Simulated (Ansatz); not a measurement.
The starting structures come from a database of crystals and need not be the phases stable at ambient conditions.

The decay constant κ of evanescent states in the gap governs leakage through a thin film.

Given:

```
CELL_PARAMETERS angstrom
      4.15727     0.00000     0.00000
     -2.07864     3.60030     0.00000
      0.00000     0.00000     7.04195
ATOMIC_POSITIONS crystal
  Na 0.33333 0.66667 0.97300
  Li 0.66667 0.33333 0.65898
  Cd 0.00000 0.00000 0.38218
  S  0.66667 0.33333 0.24511
  S  0.00000 0.00000 0.74073
```

Space group of this cell: P3m1. The cell is taken as given; by PBEsol its mean pressure is -2.1 GPa.

Transport runs along the normal of the first two printed cell vectors, the (001) plane of the conventional cell.

No gap correction and no spin-orbit coupling; mid-gap values are interpolated between computed energies.

### Question
State the band gap and the smallest decay constant κ at mid-gap according to PBEsol (Ansatz, a program for electronic structure).

### Answer
Gap 1.47 eV on a 12×12×4 mesh; κ = 0.139 1/Å, at the zone centre.
